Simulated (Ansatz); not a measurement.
Quick settings and what they miss: a (111) slab of Sr(AlH)2 (cut from a parent of space group no. 164; 20 atoms in the cell)

Self-consistent single point.

```yaml
crystal:
  lattice:
    - [6.50012, 0.00000, 0.00000]
    - [-1.80356, 6.24490, 0.00000]
    - [0.00000, 0.00000, 21.98010]
  atoms:
    - { symbol: Sr, position: [0.39363, 0.65487, 0.40247] }
    - { symbol: Sr, position: [0.79936, 0.24914, 0.49549] }
    - { symbol: Sr, position: [0.20510, 0.84341, 0.58851] }
    - { symbol: Sr, position: [0.61083, 0.43767, 0.68153] }
    - { symbol: Al, position: [0.87339, 0.50845, 0.35962] }
    - { symbol: Al, position: [0.50814, 0.20703, 0.35230] }
    - { symbol: Al, position: [0.27912, 0.10272, 0.45264] }
    - { symbol: Al, position: [0.91387, 0.80130, 0.44532] }
    - { symbol: Al, position: [0.68485, 0.69698, 0.54566] }
    - { symbol: Al, position: [0.31961, 0.39556, 0.53834] }
    - { symbol: Al, position: [0.09059, 0.29125, 0.63868] }
    - { symbol: Al, position: [0.72534, 0.98983, 0.63136] }
    - { symbol: H, position: [0.02094, 0.36090, 0.39344] }
    - { symbol: H, position: [0.36059, 0.35458, 0.31847] }
    - { symbol: H, position: [0.42667, 0.95517, 0.48647] }
    - { symbol: H, position: [0.76632, 0.94885, 0.41149] }
    - { symbol: H, position: [0.83240, 0.54943, 0.57949] }
    - { symbol: H, position: [0.17206, 0.54311, 0.50452] }
    - { symbol: H, position: [0.23814, 0.14370, 0.67251] }
    - { symbol: H, position: [0.57779, 0.13738, 0.59754] }
```

Level of theory: PBEsol, default PAW files made with PBE (plane waves; Ansatz, a first-principles code).

Base settings: basis.ecutwfc = 30.9 Ry; kpoints.mp_grid.grid = 4 4 1; hamiltonian.xc = pbesol; hamiltonian.pseudopotentials = {kind: paw} (the program's default PAW files); scf.occupations.method = fermi_dirac; scf.occupations.width = 0.0037 Ry.

Tight run (finer mesh or higher cutoff; not a proven limit): basis.ecutwfc: 30.9 Ry → 43.4 Ry; kpoints.mp_grid.grid: 4 4 1 → 6 6 1; scf.convergence.dr2_threshold: default (1e-07 eV) → 1e-09 eV. It gave pressure averaged over the cell with its vacuum -0.75 GPa; largest force (vector length) 0.973 eV/Å.

Quick runs, as changes from the base:
- A: the base itself
- B: basis.ecutwfc: 30.9 Ry → 24.6 Ry; kpoints.mp_grid.grid: 4 4 1 → 2 2 1; scf.occupations.width: 0.0037 Ry → 0.02 Ry
- C: basis.ecutwfc: 30.9 Ry → 18.4 Ry; kpoints.mp_grid.grid: 4 4 1 → 1 1 1; scf.convergence.dr2_threshold: default (1e-07 eV) → 0.0001 eV
- D: basis.ecutwfc: 30.9 Ry → 15.4 Ry; kpoints.mp_grid.grid: 4 4 1 → 2 2 1; scf.occupations.method: fermi_dirac → cold; scf.occupations.width: 0.0037 Ry → 0.0147 Ry
- E: basis.ecutwfc: 30.9 Ry → 21.7 Ry

Energies are extrapolated to zero smearing width, which holds to low order in the width alone.

Dashes: time of B, C, D, under 30 s.

The count of work is k-points × plane waves × bands × iterations; it is no time. Core times come from one kind of shared machine and are given to one figure; runs under 30 s give none.

The starting cell comes from a database of computed structures (which also holds hypothetical and non-ambient phases and stackings), without a prior relaxation at this level. The slab is cut from that crystal, and its faces are unrelaxed. Its lattice was rescaled in the plane by a random factor within 2.5 % of one. The two faces of this cut differ, and no dipole correction was used.

```csv
run,energy less tight (meV/atom),largest miss in a force vector (eV/Å),count of work / tight,core time / tight (rough)
A,1.0,0.033,0.24,0.2
B,6.6,0.108,0.080,–
C,-20.1,0.586,0.0097,–
D,193.4,0.304,0.034,–
E,25.4,0.059,0.14,0.1
```

Among the runs at the tight run's level, the energy misses run from 1.0 to 193.4 meV/atom.

Left out of this page: 1 run of the series outside the window shown, repeating another row's setting, or not comparable.

Keys are those of Ansatz 0.2.
